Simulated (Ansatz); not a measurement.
## Effect of Te on a Sn site (antisite), symmetric start on SnTe

Base system: a 24-atom supercell of SnTe in the rock salt structure (space group Fm-3m, No. 225; a = 6.289 Å) at its relaxed geometry.

Modification: a neutral Te on a Sn site (antisite), symmetric start, atoms relaxed at fixed cell.

Level of theory: DFT with PBEsol, PAW potentials and a 420 eV plane-wave cutoff in Ansatz (an electronic-structure program), without spin-orbit coupling. k-mesh 5×3×5 (Γ-centred); smearing 0.01 eV (Fermi–Dirac).

```yaml
pressure: -0.2 GPa (base 0.0 GPa)
gap_of_the_supercell: zero (base 0.16 eV)
total_moment_of_the_cell: 0.0 μB
energy_gained_by_relaxation: 0.05 eV
largest_displacement_of_a_host_atom_from_its_site_in_the_perfect_cell: 0.06 Å
mean_distance_from_the_defect_site_to_its_nearest_host_atoms: 3.20 Å (base 3.14 Å)
```

Final structure:

```yaml
crystal:
  lattice:
    - [0.00000, 6.28873, 6.28873]
    - [6.28873, -6.28873, 6.28873]
    - [6.28873, 6.28873, 0.00000]
  atoms:
    - { symbol: Te, position: [0.00000, 0.00003, 0.00000] }
    - { symbol: Te, position: [0.99452, 0.99663, 0.50274] }
    - { symbol: Te, position: [0.16393, 0.33670, 0.16393] }
    - { symbol: Te, position: [0.16393, 0.33670, 0.67215] }
    - { symbol: Te, position: [0.33333, 0.66667, 0.33333] }
    - { symbol: Te, position: [0.33333, 0.66667, 0.83333] }
    - { symbol: Te, position: [0.50274, 0.99663, 0.99452] }
    - { symbol: Te, position: [0.50274, 0.99663, 0.50274] }
    - { symbol: Te, position: [0.67215, 0.33670, 0.16393] }
    - { symbol: Te, position: [0.66667, 0.33330, 0.66667] }
    - { symbol: Te, position: [0.83333, 0.66667, 0.33333] }
    - { symbol: Te, position: [0.83333, 0.66667, 0.83333] }
    - { symbol: Te, position: [0.33333, 0.16667, 0.33333] }
    - { symbol: Sn, position: [0.33333, 0.16667, 0.83333] }
    - { symbol: Sn, position: [0.50022, 0.50042, 0.50022] }
    - { symbol: Sn, position: [0.50022, 0.50042, 0.99956] }
    - { symbol: Sn, position: [0.66667, 0.83656, 0.66667] }
    - { symbol: Sn, position: [0.66711, 0.83291, 0.16645] }
    - { symbol: Sn, position: [0.83333, 0.16667, 0.33333] }
    - { symbol: Sn, position: [0.83333, 0.16667, 0.83333] }
    - { symbol: Sn, position: [0.99956, 0.50042, 0.50022] }
    - { symbol: Sn, position: [0.00000, 0.49677, 0.00000] }
    - { symbol: Sn, position: [0.16645, 0.83291, 0.66711] }
    - { symbol: Sn, position: [0.16645, 0.83291, 0.16645] }
```

The magnetic state is the one reached from the starting moments; the real material's order can differ, and small cells can't hold many antiferromagnetic ones. In so small a cell the defect repeats every few ångströms: this is an ordered compound, not a dilute defect. The defect started on the symmetric site and kept its symmetry, so it may sit on a saddle. With Te present, leaving out spin-orbit coupling can change the band edges. Seeded moments were not kept for Te on a Sn site (antisite). The defect cell is spin-polarised and ends with 0.0 μB. The zero or small gap of SnTe can change with the level of theory.
